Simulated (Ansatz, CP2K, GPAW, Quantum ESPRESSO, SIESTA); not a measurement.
## Zr₂Sb₃Pd (P-4m2, 6 atoms in the cell) computed with different codes at matched settings

Self-consistent single point.

```
Zr2Sb3Pd
1.0
    3.96126     0.00000     0.00000
    0.00000     3.96126     0.00000
    0.00000     0.00000     8.73892
Zr Sb Pd
2 3 1
Direct
  0.50000   0.00000   0.73919
  0.00000   0.50000   0.26081
  0.50000   0.00000   0.38377
  0.00000   0.50000   0.61623
  0.00000   0.00000   0.00000
  0.50000   0.50000   0.00000
```

Shared settings, as Ansatz (a first-principles code) writes them: kpoints.mp_grid.grid = 7 7 3; scf.occupations.method = gaussian; scf.occupations.width = 0.01 Ry. Potentials and cutoffs stand in the table.

| code | model | pressure (GPa) | largest force (eV/Å) | cutoff |
|---|---|---|---|---|
| CP2K | LDA (Pade form), GPW, DZVP-MOLOPT-SR-GTH basis, GTH-PADE potentials (GTH_POTENTIALS) | -7.42 | 0.225 | grid 500 Ry |
| GPAW | LDA (Perdew-Wang 92), GPAW PAW datasets LDA (gpaw-data 1.0.1) | -7.77 | 0.159 | 550 eV |
| Ansatz | LDA (PW92), PAW files made with PBE | -7.19 | 0.159 | default |
| Quantum ESPRESSO | LDA (PZ), GBRV 1.5 ultrasoft (LDA) pseudopotentials | -7.08 | 0.165 | 40 Ry |
| SIESTA | LDA PW92, numerical atomic orbitals TZP, PseudoDojo LDA standard norm-conserving potentials (rewritten from UPF to PSML) | -7.54 | 0.183 | grid 350 Ry |

Size of the force on each atom (eV/Å): Sizes of forces hide their directions.

| code | Zr1 | Zr2 | Sb3 | Sb4 | Sb5 | Pd6 |
|---|---|---|---|---|---|---|
| CP2K | 0.079 | 0.079 | 0.225 | 0.225 | 0.000 | 0.000 |
| GPAW | 0.023 | 0.023 | 0.159 | 0.159 | 0.000 | 0.000 |
| Ansatz | 0.033 | 0.033 | 0.159 | 0.159 | 0.000 | 0.000 |
| Quantum ESPRESSO | 0.029 | 0.029 | 0.165 | 0.165 | 0.000 | 0.000 |
| SIESTA | 0.083 | 0.083 | 0.183 | 0.183 | 0.000 | 0.000 |

On Ansatz's run: spin-orbit coupling is off. Spin polarisation is off.

The spread over the programs that give each value: pressure within 0.69 GPa; largest force within 0.066 eV/Å.

CP2K and SIESTA use small atom-centred bases, whose incompleteness enters pressures, forces and empty levels differently from a plane-wave cutoff. Ansatz's pressure is given at a fixed set of plane waves, as the other plane-wave codes print theirs. The same LDA comes in different parametrisations, which differ slightly.

The starting cell comes from a database of computed structures (which also holds hypothetical and non-ambient phases and stackings), without a prior relaxation at this level.

Keys are those of Ansatz 0.2.
